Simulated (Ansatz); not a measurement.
The parent structure is Re in the hcp (Mg type) structure (space group P6_3/mmc, No. 194; a = 2.7764 Å, c = 4.4809 Å; relaxed with 0.1 eV smearing).

Calculations: PBE/PAW in Ansatz (an electronic-structure program), spin-orbit coupling left out.

For the base:

The pressure comes out as 0.0 GPa and the band gap is zero.

The change: every lattice vector is stretched by 1.50 %, atoms relaxed at fixed cell.

Task: What does the calculation give for the energy relative to the base, pressure and band gap after the change?

Result: The energy goes up by 33 meV/atom; the pressure (mean of the normal stresses, compression positive) goes from zero to -14.7 GPa; the band gap is still zero.

The cells carry an imposed strain or load. Stability against distortions was not tested. All final runs are without spin polarisation.
